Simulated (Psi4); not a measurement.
Psi4 1.11, PBE0/def2-svp: Hf(OMe)3(H) (C[O][HfH]([O]C)[O]C), 17 atoms. The geometry is a generated start, not checked to be a minimum at this level.

```yaml
task: energy
method: pbe0
basis: def2-svp
memory: 3 GB
maxiter: 100
keys_of_the_molecule_block: symmetry c1
scf_type: df (default)
diis_max_vecs: 10 (default)
e_convergence: 1e-06 (default)
d_convergence: 1e-06 (default)
dft_radial_points: 75 (default)
dft_spherical_points: 302 (default)
effective_core_potentials: those of the basis set, past Kr
basis_functions: 166
grid_points: 362046
```

```xyz
17

Hf    -0.6638     0.3748     0.6042
O     -1.0758    -1.3672    -0.0067
C     -0.1071    -2.2835     0.3927
H      0.1946    -2.1158     1.4515
H     -0.5103    -3.3018     0.3213
H      0.7823    -2.2259    -0.2565
O     -1.8430     1.5286    -0.2956
C     -1.6543     1.4723    -1.6869
H     -1.6980     0.4246    -2.0404
H     -2.4499     2.0448    -2.1829
H     -0.6817     1.9174    -1.9619
O      1.0304     0.7080    -0.1775
C      2.1119     0.5915     0.6935
H      2.0923    -0.3714     1.2432
H      3.0471     0.6276     0.1173
H      2.1327     1.4233     1.4224
H     -0.7073     0.5528     2.3623
```

Charge 0 and multiplicity 1 are set for this test and not shown to be the ground state.

With the defaults (diis = true, scf_initial_accelerator = adiis, damping_percentage = 0, guess = auto, which took SAD, level_shift = 0, level_shift_cutoff = 0.01, soscf = false, diis_start = 1) it converges in 9 SCF iterations. One run each on 2 threads, with these changes:
- level_shift = 0.1, level_shift_cutoff = 0.001
- guess = core
- diis = false, scf_initial_accelerator = none, damping_percentage = 60
- guess = sap
- diis_start = 4
- soscf = true
- level_shift = 0.5, level_shift_cutoff = 0.001
- guess = gwh
- damping_percentage = 60

Question: Which runs fail or end elsewhere than the default run?

Answer: No convergence: diis = false, scf_initial_accelerator = none, damping_percentage = 60 (the run ends without SCF convergence in 100 iterations). The rest reach the solution of the defaults.

```tsv
setting	SCF iterations	JK calls	end
soscf = true	6	17	same solution
the defaults	9	10	same solution
level_shift = 0.1, level_shift_cutoff = 0.001	9	10	same solution
level_shift = 0.5, level_shift_cutoff = 0.001	9	10	same solution
guess = sap	14	14	same solution
guess = core	17	17	same solution
guess = gwh	17	17	same solution
diis_start = 4	18	19	same solution
damping_percentage = 60	64	65	same solution
diis = false, scf_initial_accelerator = none, damping_percentage = 60	100	101	no convergence
```

An SOSCF iteration holds several JK calls; a Hückel guess adds calls on atoms.
